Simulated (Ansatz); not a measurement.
Ansatz (a first-principles code) run on LaRu2Si2 (I4/mmm, 5 atoms in the cell): self-consistent single point.

Level of theory: LDA (PW92) with spin-orbit coupling, default PAW files made with PBE (plane waves; Ansatz).

```yaml
crystal:
  lattice:
    - [-2.10980, 2.10980, 4.97530]
    - [2.10980, -2.10980, 4.97530]
    - [2.10980, 2.10980, -4.97530]
  atoms:
    - { symbol: La, position: [0.00000, 0.00000, 0.00000] }
    - { symbol: Ru, position: [0.75000, 0.25000, 0.50000] }
    - { symbol: Ru, position: [0.25000, 0.75000, 0.50000] }
    - { symbol: Si, position: [0.37500, 0.37500, 0.00000] }
    - { symbol: Si, position: [0.62500, 0.62500, 0.00000] }
```

Reference input (self-consistent single point, DFT, PBEsol, plane waves, default PAW files made with PBE): basis.ecutwfc = 420 eV; kpoints.mp_grid.grid = 8 8 8; kpoints.mp_grid.shift = 0.5 0.5 0.5; hamiltonian.xc = pbesol; hamiltonian.pseudopotentials = {kind: paw} (the program's default PAW files); scf.occupations.method = methfessel_paxton; scf.occupations.width = 0.05 eV. This run's input differs from it in these lines:

Ansatz 0.2 input:
```diff
@@ -16,4 +16,7 @@
 hamiltonian:
-  xc: pbesol
+  xc: lda
   pseudopotentials: { kind: paw }
+magnetization:
+  noncollinear: true
+  spin_orbit: true
 scf:
```

Output, abridged:

```
SCF iter   1: F=—  HF=-18832.560239 eV  |F-HF|=—  |Δ(HF+E_count)|=         —  Δρ=3.13e-1  dr2=1.90e2  dr2_m=0.00e0 (ungated)  ethr=3.10e-3  |M|=0.00e0 ∫|m|=0.00e0 μB  |m|>n=0.0e0 m-floor=0.0e0 τ_xc=0.0e0  β_m=0.30  ⟨swp⟩=4.9  Hψ=7739  notcnv=0
all-band conjugate gradients solve this SCF's bands
preconditioner: auto → Kerker (q_TF=auto, 2.488 Å⁻¹)
spin=Noncollinear: Kerker preconditioning applied to the charge; magnetization (m_x, m_y, m_z) channels mix plain (no charge-response kernel on spin).
   [... lines left out ...]
SCF iter   8: F=—  HF=-18822.310255 eV  |F-HF|=—  |Δ(HF+E_count)|=   5.43e-6  S|Δr|=    0.00e0  Δρ=1.92e-5  dr2=3.74e-7  dr2_m=0.00e0 (ungated)  ethr=2.57e-8  |M|=0.00e0 ∫|m|=0.00e0 μB  |m|>n=0.0e0 m-floor=0.0e0 τ_xc=0.0e0  β_m=0.94  ⟨swp⟩=2.0  [...]
SCF iter   9: F=-18822.310255 eV  HF=-18822.310255 eV  |F-HF|=6.50e-8  |Δ(HF+E_count)|=   2.26e-8  S|Δr|=    0.00e0  Δρ=6.59e-6  dr2=7.25e-8  dr2_m=0.00e0 (ungated)  ethr=1.96e-10  |M|=0.00e0 ∫|m|=0.00e0 μB  |m|>n=0.0e0 m-floor=0.0e0 τ_xc=0.0e0  [...]
SCF 1 converged in 9 iterations: F = -18822.310255 eV  dr2 = 7.25e-8
Stability not checked (fill_not_monotonic)
Magnetization: |M| = 0.0000 μB,  M = (+0.0000, +0.0000, +0.0000) μB
Absolute magnetization: 0.0000 μB (∫|m|)
  site 0: m = (+0.0000, +0.0000, +0.0000) μB, |m| = 0.0000 μB  (R = 1.33 Å)
  site 1: m = (+0.0000, +0.0000, +0.0000) μB, |m| = 0.0000 μB  (R = 1.01 Å)
  site 2: m = (+0.0000, +0.0000, +0.0000) μB, |m| = 0.0000 μB  (R = 1.01 Å)
  site 3: m = (+0.0000, +0.0000, +0.0000) μB, |m| = 0.0000 μB  (R = 1.01 Å)
  site 4: m = (+0.0000, +0.0000, +0.0000) μB, |m| = 0.0000 μB  (R = 1.01 Å)
Free energy (F): -18822.310255 eV
   [... lines left out ...]
Fermi energy:    14.403915 eV
   [... lines left out ...]
  atom   5  Si     0.00000000    -0.00000000     1.83670278
--- Stress (GPa, compression-positive) ---
       -9.971938      -0.000000       0.000000
       -0.000000      -9.971938       0.000000
        0.000000      -0.000000      -8.739460
  P = ⅓ Tr σ = -9.5611 GPa (-95.611 kbar)
  The stress holds the Pulay correction. Without it, at fixed plane waves, as pw.x and ABINIT print it: P = -9.5876 GPa
```

The run converged in 9 iterations. Against the reference run the pressure goes from -6.46 to -9.56 GPa and the largest force goes from 1.719 to 1.837 eV/Å.

The starting cell comes from a database of published, mostly measured structures (it also holds non-ambient and calculated ones), without a prior relaxation at this level. With a pressure of about -10 GPa the cell is away from its equilibrium volume at this level. Forces in this geometry exceed 1 eV/Å. Ansatz's pressure includes its estimate of the finite-basis (Pulay) stress.

Cost on one core of a shared machine: roughly 2 min.
